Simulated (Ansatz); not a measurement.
As_B in zinc-blende BAs (start: the B site; 64-site cell, 2×2×2 shifted sampling). Calculation: PBE, PAW (plane waves to 420 eV; Ansatz, a quantum-chemistry and plane-wave program). Total energies of the localised charge states, counted from that of charge +2, and their image corrections (point charge with alignment); the host's valence-band maximum lies at 10.804 eV on the cells' energy zero and its gap is 1.20 eV.

```
charge         moment (μB)  E − E(first) (eV)  correction (eV)
------  ------------------  -----------------  ---------------
+2      not spin-polarised              0.000            1.217
+1                     1.0             11.883            0.436
0       not spin-polarised             23.850            0.000
```

Derive the transition levels above the valence-band maximum and say which of them are thermodynamic.

A level is the Fermi energy at which two charges have equal formation energy: ε(q/q′) = [E(q′) + corr(q′) − E(q) − corr(q)] / (q − q′) − E_VBM.
ε(+2/+1) = [(11.883 + 0.436) − (0.000 + 1.217)] / 1 − 10.804 = 0.30 eV
ε(+1/0) = [(23.850 + 0.000) − (11.883 + 0.436)] / 1 − 10.804 = 0.73 eV
Thermodynamic levels at least 0.1 eV inside the gap: (+2/+1) at 0.30 eV; (+1/0) at 0.73 eV. Corrections reach 1.22 eV, so the outer levels may be off by several tenths of an eV. Only the charges listed were compared. At charge −1 the carrier sat in host band states, shallow at most. Flagged in the runs: a doubtful potential alignment.
